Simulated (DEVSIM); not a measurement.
System: Pd/SiON/n-Ge capacitor, at 350 K.

Layer 1 from the left is SiON, thickness (nm) 5.10. Layer 2 from the left is Ge, thickness (nm) 4900, Nd (cm⁻³) 1.5e16.

Metal gate on the left, work function 5.2 eV. Fixed charge at the semiconductor interface 1.6e10 cm⁻² (in units of +e); no interface traps.

This is a model device: material constants are rounded textbook-type values typed into the input, and sizes, dopings and lifetimes were drawn at random. Values at 300 K; Nc and Nv go as T^1.5, mobilities as T to minus their exponent, the gap by Varshni's rule with the affinity fixed.

SiON: gap (eV) 7, affinity (eV) 1.4, permittivity 5.5. Ge: gap (eV) 0.664, affinity (eV) 4, permittivity 16, Nc (cm⁻³) 1.04e19, Nv (cm⁻³) 6e18, Varshni α (eV/K) 0.000477, Varshni β (K) 235.

Problem. Estimate by hand the flat-band voltage, the threshold voltage, and compare with a numerical solution.

Solution. 
- Flat-band voltage: C = 0.955 μF/cm², work-function difference 0.996 V; VFB = φms − qNf/C = 0.99 V; numerical 0.99 V.
- Threshold voltage: φF = 0.126 V, depletion charge √(4εqNφF) = 4.15e-8 C/cm²; VT = VFB − 2φF − Qd/C = 0.70 V; numerical 0.70 V.

DEVSIM, 1D Poisson equation in equilibrium, Boltzmann statistics, complete ionisation; no quantum confinement or tunnelling. Metal contacts follow the ideal Schottky-Mott rule: no Fermi-level pinning, no interface dipoles.
